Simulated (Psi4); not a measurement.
Psi4 1.11, B3LYP/def2-svp, scf_type pk: Ge(H)(I) ([GeH][I]), 3 atoms. The geometry is a generated start, not checked to be a minimum at this level.

| Property | Result |
|---|---|
| task | energy |
| method | b3lyp |
| basis | def2-svp |
| memory | 7 GB |
| e_convergence | 1e-08 |
| d_convergence | 1e-07 |
| guess | auto, which took SAD (default) |
| diis_max_vecs | 10 (default) |
| scf_initial_accelerator | adiis (default) |
| dft_radial_points | 75 (default) |
| dft_spherical_points | 302 (default) |
| effective core potentials | those of the basis set, past Kr |
| basis functions | 63 |
| grid points | 63041 |

```xyz
3

Ge    -0.1299    -0.2276     0.9505
H     -1.2009    -0.7365    -0.2079
I      1.3309     0.9641    -0.7426
```
Charge 0, spin multiplicity 1.

The reference run uses exact four-centre integrals (scf_type = pk). Single runs; times are not shown.

Measured:

```csv
setting,energy against the reference
"scf_type = cd, cholesky_tolerance = 1e-05",−0.29 meV/atom
"scf_type = cd, cholesky_tolerance = 0.0001 (default)",+0.97 meV/atom
"scf_type = cd, cholesky_tolerance = 0.001",+8.2 meV/atom
"scf_type = cd, cholesky_tolerance = 0.01",−2100 meV/atom
```

### Question
How far does the result lie from the reference with scf_type = cd, cholesky_tolerance = 1e-06?

### Answer
energy against the reference: −0.061 meV/atom. Total energies are compared; such shifts often cancel in part in energy differences.
